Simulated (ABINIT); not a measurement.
## ABINIT run on SnSe2 (P-3m1, 3 atoms in the cell): self-consistent single point

Computed with PBE, PAW (JTH v2.0 PBE PAW) (plane waves; ABINIT).

Input as run:

```
# SnSe2, JTH v2.0 PBE PAW
pp_dirpath "./"
pseudos "Sn.GGA_PBE-JTH.xml, Se.GGA_PBE-JTH.xml"
acell 3.8257641080 3.8257641080 6.4586390000 Angstrom
rprim
         1.0000000000   -0.0000000066    0.0000000000
        -0.4999999943    0.8660254071    0.0000000000
         0.0000000000    0.0000000000    1.0000000000
natom 3
ntypat 2
znucl 50 34
typat 1 2 2
xred
         0.0000000000    0.0000000000    0.0000000000
         0.6666666667    0.3333333333    0.7571000000
         0.3333333333    0.6666666667    0.2429000000
ecut 40 Ry
pawecutdg 80 Ry
pawxcdev 0
ixc 11
occopt 1
nband 16
kptopt 1
ngkpt 7 7 4
nshiftk 1
shiftk 0 0 0
nstep 80
tolvrs 1.0e-10
prtwf 0
prtden 0
enunit 1
```

Log, with long lists cut:

```
 Symmetries : space group P-3 m 1 (#164); Bravais hP (primitive hexag.)

 -outvars: echo values of preprocessed input variables --------
            acell      7.2296464131E+00  7.2296464131E+00  1.2205058901E+01 Bohr
             ecut      2.00000000E+01 Hartree
           enunit           1
              ixc          11
         kptrlatt        7    0    0      0    7    0      0    0    4
          kptrlen      4.88202356E+01
            natom           3
            nband          16
            ngfft          30      30      50
          ngfftdg          45      45      72
             nkpt          28
            nstep          80
             nsym          12
           ntypat           2
        pawecutdg      4.00000000E+01 Hartree
         pawxcdev           0
            rprim      1.0000000000E+00 -6.6000000000E-09  0.0000000000E+00
                      -4.9999999430E-01  8.6602540710E-01  0.0000000000E+00
                       0.0000000000E+00  0.0000000000E+00  1.0000000000E+00
          spgroup         164
           tolvrs      1.00000000E-10
            typat      1  2  2
           useylm           1
             xred      0.0000000000E+00  0.0000000000E+00  0.0000000000E+00
                       6.6666666667E-01  3.3333333333E-01  7.5710000000E-01
                       3.3333333333E-01  6.6666666667E-01  2.4290000000E-01
            znucl       50.00000   34.00000

== DATASET  1 ==================================================================

 Exchange-correlation functional for the present dataset will be:
  GGA: Perdew-Burke-Ernzerhof functional - ixc=11
 Citation for XC functional:
  J.P.Perdew, K.Burke, M.Ernzerhof, PRL 77, 3865 (1996)

 Real(R)+Recip(G) space primitive vectors, cartesian coordinates (Bohr,Bohr^-1):
 R(1)=  7.2296464 -0.0000000  0.0000000  G(1)=  0.1383194  0.0798587  0.0000000
 R(2)= -3.6148232  6.2610575  0.0000000  G(2)=  0.0000000  0.1597174  0.0000000
 R(3)=  0.0000000  0.0000000 12.2050589  G(3)=  0.0000000  0.0000000  0.0819332
 Unit cell volume ucvol=  5.5246482E+02 bohr^3
 Angles (23,13,12)=  9.00000000E+01  9.00000000E+01  1.20000000E+02 degrees

 Coarse grid specifications (used for wave-functions):

 getcut: wavevector=  0.0000  0.0000  0.0000  ngfft=  30  30  50
         ecut(hartree)=     20.000   => boxcut(ratio)=   2.03493

 Fine grid specifications (used for densities):

 getcut: wavevector=  0.0000  0.0000  0.0000  ngfft=  45  45  72
         ecut(hartree)=     40.000   => boxcut(ratio)=   2.07204

   2.29087519E+03                                ecore*ucvol(ha*bohr**3)

_setup2: Arith. and geom. avg. npw (full set) are    2358.107    2358.093

--- !BeginCycle
solver: {iscf: 17, nstep: 80, nline: 4, wfoptalg: 10, }
tolerances: {tolvrs: 1.00E-10, }
...

     iter   Etot(hartree)      deltaE(h)  residm     nres2
 ETOT  1  -88.811662051670    -8.881E+01 1.166E-01 2.781E+00
 ETOT  2  -88.907531623119    -9.587E-02 1.662E-02 7.299E-01
 ETOT  3  -88.906935061391     5.966E-04 2.648E-03 1.113E-01
 ETOT  4  -88.906959396877    -2.434E-05 1.557E-03 3.316E-03
 ETOT  5  -88.906985740192    -2.634E-05 9.760E-04 2.564E-04
 ETOT  6  -88.906989808032    -4.068E-06 5.551E-04 3.034E-05
 ETOT  7  -88.906990633403    -8.254E-07 3.630E-04 4.431E-06
 ETOT  8  -88.906990750510    -1.171E-07 1.775E-04 7.549E-07
 ETOT  9  -88.906990772590    -2.208E-08 4.602E-04 1.012E-07
 ETOT 10  -88.906990774181    -1.592E-09 2.306E-04 9.426E-09
 ETOT 11  -88.906990774385    -2.042E-10 5.820E-04 1.100E-09
 ETOT 12  -88.906990774399    -1.367E-11 2.394E-04 7.133E-11

 At SCF step   12       nres2   =  7.13E-11 < tolvrs=  1.00E-10 =>converged.

 Cartesian components of stress tensor (hartree/bohr^3)
  sigma(1 1)= -8.59713892E-05  sigma(3 2)=  0.00000000E+00
  sigma(2 2)= -8.59713895E-05  sigma(3 1)=  0.00000000E+00
  sigma(3 3)= -9.24260044E-05  sigma(2 1)=  1.35089059E-13

 ----iterations are completed or convergence reached----

 reduced coordinates (array xred) for    3 atoms
       0.000000000000      0.000000000000      0.000000000000
       0.666666666667      0.333333333333      0.757100000000
       0.333333333333      0.666666666667      0.242900000000
 cartesian forces (eV/Angstrom) at end:
    1     -0.00000000000000     0.00000000000000    -0.00000000000000
    2      0.00000000000000     0.00000000000000    -0.35791764828306
    3     -0.00000000000000    -0.00000000000000     0.35791764828306
 frms,max,avg= 1.6872400E-01 3.5791765E-01   0.000E+00  0.000E+00  0.000E+00 e/A
 length scales=  7.229646413144  7.229646413144 12.205058901174 bohr
              =  3.825764108000  3.825764108000  6.458639000000 angstroms
 Fermi (or HOMO) energy (eV) =   1.33153   Average Vxc (eV)=  -9.31584
 Eigenvalues (   eV  ) for nkpt=  28  k points:
 kpt#   1, nband= 16, wtk=  0.00510, kpt=  0.0000  0.0000  0.0000 (reduced coord)
 -19.83916  -19.83916  -19.80841  -19.79390  -19.79390  -12.34749  -10.80088   -4.58855
   0.80150    0.80150    1.07814    1.13555    1.13555    2.45465    4.43520    6.01729
 prteigrs : prtvol=0 or 1, do not print more k-points.

--- !EnergyTerms
comment             : Components of total free energy in Hartree
kinetic             :  1.85919744702004E+01
hartree             :  3.85028622894724E+01
xc                  : -1.94801886235876E+01
Ewald energy        : -5.35020073308659E+01
psp_core            :  4.14664447904825E+00
local_psp           : -9.96286385509309E+01
spherical_terms     :  2.24623591796193E+01
total_energy        : -8.89069940870440E+01
total_energy_eV     : -2.41928234394131E+03
...

-Cartesian components of stress tensor (GPa)         [Pressure=  2.5927E+00 GPa]
- sigma(1 1)= -2.52936517E+00  sigma(3 2)=  0.00000000E+00
- sigma(2 2)= -2.52936518E+00  sigma(3 1)=  0.00000000E+00
- sigma(3 3)= -2.71926648E+00  sigma(2 1)=  3.97445666E-09

 Calculation completed.
```

The run converged in 12 iterations.

The starting cell comes from a database of computed structures (which also holds hypothetical and non-ambient phases and stackings), without a prior relaxation at this level. Its lattice was rescaled by a random factor within 2.5 % of one.

Cost on one core of a shared machine: roughly 50 s.
